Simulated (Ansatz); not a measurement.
# What Nb → Be does to NbAs

Consider NbAs (space group I4_1md, No. 109; a = 3.4736 Å, c = 11.7487 Å).

The change: Be takes the place of Nb on all its sites, then cell and atoms are relaxed.

Level of theory: Kohn–Sham DFT with the PBE functional, run in Ansatz (an electronic-structure program) with PAW and 420 eV plane waves, no spin-orbit coupling. k-mesh 20×20×20 (Γ-centred); smearing 0.05 eV (Fermi–Dirac), for the changed cell.

| quantity | base | changed | shift |
|---|---|---|---|
| volume per atom | 17.72 Å³ | 14.49 Å³ | -3.23 Å³ |
| density | 7.86 g/cm³ | 4.81 g/cm³ | -3.05 g/cm³ |
| lattice parameter a | 3.474 Å | 3.319 Å | -0.155 Å |
| c/a ratio | 3.382 | 3.171 | -0.2116 |
| shortest interatomic distance | 2.631 Å | 2.380 Å | -0.251 Å |
| band gap | zero | zero | – |

No phonon test of stability was made. As relaxed here, BeAs is a hypothetical phase, not in the database extracts checked. The final runs are not spin-polarised. A zero or small gap of NbAs can be the functional's error rather than a property of the material.
